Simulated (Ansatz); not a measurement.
Results of LDA (plane waves, PAW; Ansatz, a quantum-chemistry and plane-wave program) for MgZnO2 (R-3m, No. 166, 4 atoms in the cell; start mp-1221939).

Settings: plane-wave cutoff 520 eV, 14×14×14 k mesh, Fermi–Dirac smearing 0.01 eV, scalar-relativistic PAW data made under PBE.

Cell (relaxed at this level):

```cif
data_Mg3O6Zn3
_chemical_formula_sum 'Mg3 Zn3 O6'
_space_group_name_H-M_alt 'R-3m :H'
_space_group_IT_number 166
_space_group_name_Hall '-R 3 2"'
_cell_length_a 2.96826
_cell_length_b 2.96826
_cell_length_c 14.41966
_cell_angle_alpha 90.000
_cell_angle_beta 90.000
_cell_angle_gamma 120.000
loop_
_atom_site_label
_atom_site_type_symbol
_atom_site_symmetry_multiplicity
_atom_site_Wyckoff_symbol
_atom_site_fract_x
_atom_site_fract_y
_atom_site_fract_z
_atom_site_occupancy
Mg1 Mg 3 a 0.00000 0.00000 0.00000 1
Zn1 Zn 3 b 0.00000 0.00000 0.50000 1
O1 O 6 c 0.00000 0.00000 0.25202 1
```
(The calculation used a cell of 4 atoms; values per cell refer to that cell.)

Question: Predict the band gap and smallest direct gap on the k points sampled.

Answer: 
* **band gap**: 2.88 eV (indirect)
* **smallest direct gap on the k points sampled**: 3.23 eV

Static lattice: no zero-point or thermal effects.

Computing time: roughly 17 core-seconds.

A start named mp-… is a Materials Project structure, which need not be a measured phase.
